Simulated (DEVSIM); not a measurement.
Structure: illuminated In0.53Ga0.47As p-on-n cell, one wavelength, at 300 K.

Layer 1 from the left is In0.53Ga0.47As, thickness (μm) 0.130, Na (cm⁻³) 7.8e17, τn (s) 3.8e-11, τp (s) 1.6e-9, absorption coefficient (cm⁻¹) 74000. Layer 2 from the left is In0.53Ga0.47As, thickness (μm) 3.90, Nd (cm⁻³) 4.8e15, τn (s) 1.8e-9, τp (s) 5.4e-9, absorption coefficient (cm⁻¹) 74000.

Left contact: ohmic, minority electron recombination velocity 7000 cm/s. Right contact: ohmic, minority hole recombination velocity 1e6 cm/s. Voltage is applied to the left contact. Recombination: SRH at mid-gap, radiative, Auger. Light enters at the left, 2.2e18 photons cm⁻² s⁻¹, one pass, no reflection. Mobility is μmin + (μ − μmin)/(1 + (N/Nref)^α).

This is a model device: material constants are rounded textbook-type values typed into the input, and sizes, dopings and lifetimes were drawn at random. Values at 300 K.

In0.53Ga0.47As: gap (eV) 0.74, affinity (eV) 4.51, permittivity 13.9, Nc (cm⁻³) 2.1e17, Nv (cm⁻³) 7.7e18, μn (cm²/Vs) 12000, μp (cm²/Vs) 300, μn,min 300, μp,min 10, Nref,n 1.3e17, Nref,p 4.9e17, αn 0.48, αp 0.4, B (cm³/s) 9.6e-11, Cn (cm⁶/s) 5e-29, Cp (cm⁶/s) 5e-29.

Model (solved in DEVSIM): 1D drift-diffusion, Boltzmann statistics, complete ionisation; no tunnelling, impact ionisation, image-force lowering or self-heating.

Task: What does the simulation give for the dark forward voltage at 100 A/cm², the dark forward voltage at 1 A/cm², the largest field in the device at zero bias?

Result: dark forward voltage at 100 A/cm² 0.509 V; dark forward voltage at 1 A/cm² 0.358 V; largest field in the device at zero bias 49000 V/cm.
